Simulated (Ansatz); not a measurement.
A constructed model of the (111) surface of fcc Cu, p(2x2) surface alloy, Au on one Cu site of the top plane (bottom of the slab: a bare face, its two planes held)

Computed with PBE (plane waves to 420 eV, PAW; Ansatz, a program for electronic structure).

Slab: 24 atoms, 10.5 Å thick at the start (thin: gaps and levels are the slab's own); k 9x9x1, smearing 0.1 eV, dipole-corrected; 8 atoms held, the rest relaxed; held to the start's symmetry, so lower structures may exist; no spin, no spin-orbit, no U. It is one candidate, not shown to be the stable structure of the face.

The work function of the top face is 4.97 eV, the energy released by relaxation comes out as 0.11 eV and the cost comes out as about 15 core-minutes (a rough figure).
